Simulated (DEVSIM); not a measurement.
Structure: abrupt Si n-p junction, at 300 K.

```tsv
layer (left to right)	material	thickness (μm)	Nd (cm⁻³)	Na (cm⁻³)	τn (s)	τp (s)
1	Si	0.750	1.6e17	-	1.3e-6	1.3e-6
2	Si	87.0	-	2.8e14	1.3e-6	1.3e-6
```

Left contact: ohmic. Right contact: ohmic. Voltage is applied to the left contact. Recombination: SRH at mid-gap, radiative. Mobility is μmin + (μ − μmin)/(1 + (N/Nref)^α).

Constants are typed, rounded textbook-type inputs, not results; the design itself was drawn at random and stands for no fabricated device. Values at 300 K.

```csv
parameter,Si
gap (eV),1.124
affinity (eV),4.05
permittivity,11.7
Nc (cm⁻³),2.86e19
Nv (cm⁻³),3.1e19
μn (cm²/Vs),1417
μp (cm²/Vs),470
"μn,min",52
"μp,min",45
"Nref,n",9.7e16
"Nref,p",2.2e17
αn,0.68
αp,0.72
B (cm³/s),4.7e-15
```

DEVSIM, 1D drift-diffusion, Boltzmann statistics, complete ionisation; no tunnelling, impact ionisation, image-force lowering or self-heating.

Question: Tabulate band edges, carrier densities and field at 5.0 V on the left contact.

Answer: Energies count from the Fermi level of the right contact; mesh points crowd at the junctions.

```tsv
x (μm)	Ec (eV)	Ev (eV)	n (cm⁻³)	p (cm⁻³)	field (V/cm)
0.000	-4.866	-5.990	1.6e17	730	≈ 0
0.03381	-4.866	-5.990	1.6e17	690	≈ 0
0.1174	-4.866	-5.990	1.6e17	610	≈ 0
0.3056	-4.866	-5.990	1.6e17	430	≈ 0
0.6153	-4.866	-5.990	1.6e17	120	≈ 0
0.7090	-4.865	-5.989	1.5e17	< 1e2	830
0.7469	-4.837	-5.961	5.2e16	< 1e2	24000
0.7982	-4.716	-5.840	4.9e14	< 1e2	22000
0.9033	-4.489	-5.613	7.5e10	360	21000
1.161	-3.952	-5.076	54000	11000	20000
1.793	-2.756	-3.880	52000	46000	18000
4.356	0.318	-0.806	25000	1400000	6400
9.632	0.824	-0.300	27000	2.8e14	≈ 0
23.49	0.824	-0.300	120000	2.8e14	≈ 0
62.16	0.824	-0.300	310000	2.8e14	≈ 0
77.75	0.824	-0.300	370000	2.8e14	≈ 0
83.69	0.824	-0.300	400000	2.8e14	≈ 0
86.11	0.824	-0.300	410000	2.8e14	≈ 0
87.28	0.824	-0.300	410000	2.8e14	≈ 0
87.58	0.824	-0.300	410000	2.8e14	≈ 0
87.69	0.824	-0.300	410000	2.8e14	≈ 0
87.75	0.824	-0.300	420000	2.8e14	≈ 0
```
